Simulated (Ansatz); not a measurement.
System: CsCl-type RuAl. Method: r²SCAN-D4 (PAW; Ansatz, a program for electronic structure).

Run with plane-wave cutoff 560 eV, 18×18×18 k mesh, Fermi–Dirac smearing 0.05 eV, no spin polarisation, scalar-relativistic PAW data made under PBE.

Energies at three volumes about the minimum:

| V (Å³/atom) | E − E_lowest (meV/atom) |
|---|---|
| 12.898 | 3.85 |
| 13.161 | 0.00 |
| 13.424 | 3.57 |

### Question
Fit a parabola by hand: where is the minimum, what lattice constant follows, and what is the bulk modulus?

### Answer
Slopes: (0.00 − 3.85)/(13.161 − 12.898) = -14.639 and (3.57 − 0.00)/(13.424 − 13.161) = 13.574 meV/Å³. Curvature E″ = 2 × (13.574 − (-14.639))/(13.424 − 12.898) = 107.274 meV/Å⁶. From the middle of the first interval, the slope vanishes at V0 = 13.0295 − (-14.639)/107.274 = 13.166 Å³/atom. B = V0 E″ = 13.166 × 107.274 meV/Å³ × 0.1602 GPa per meV/Å³ = 226 GPa. With 2 atoms in the cube, a = (2 × 13.166)^(1/3) = 2.975 Å. The full Birch–Murnaghan fit to all volumes gives V0 = 13.161 Å³/atom and B0 = 225 GPa.

Measured, for comparison: lattice constant a 2.992 Å (temperature not stated, copied from a table, unchecked, not corrected to a static lattice; as tabulated in Acta Metallurgica 41, 863 (1993)).
